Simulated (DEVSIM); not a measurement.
Structure: abrupt Ge n-p junction, at 400 K.

Layer 1 from the left is Ge, thickness (μm) 1.20, Nd (cm⁻³) 3.3e15, τn (s) 1.3e-5, τp (s) 1.3e-5. Layer 2 from the left is Ge, thickness (μm) 13.0, Na (cm⁻³) 1.1e14, τn (s) 1.3e-5, τp (s) 1.3e-5.

Left contact: ohmic. Right contact: ohmic. Voltage is applied to the left contact. Recombination: SRH at mid-gap, Auger. Mobility is constant in doping.

Constants are typed, rounded textbook-type inputs, not results; the design itself was drawn at random and stands for no fabricated device. Values at 300 K; Nc and Nv go as T^1.5, mobilities as T to minus their exponent, the gap by Varshni's rule with the affinity fixed.

Ge: gap (eV) 0.664, affinity (eV) 4, permittivity 16, Nc (cm⁻³) 1.04e19, Nv (cm⁻³) 6e18, μn (cm²/Vs) 3900, μp (cm²/Vs) 1900, T exponent of μn 1.66, T exponent of μp 2.33, Cn (cm⁶/s) 1e-31, Cp (cm⁶/s) 1e-31, Varshni α (eV/K) 0.000477, Varshni β (K) 235.

DEVSIM, 1D drift-diffusion, Boltzmann statistics, complete ionisation; no tunnelling, impact ionisation, image-force lowering or self-heating.

Problem. What does the simulation give for the largest field in the device at zero bias, the potential step across the device at zero bias?

Solution. largest field in the device at zero bias 1900 V/cm; potential step across the device at zero bias 0.035 V.
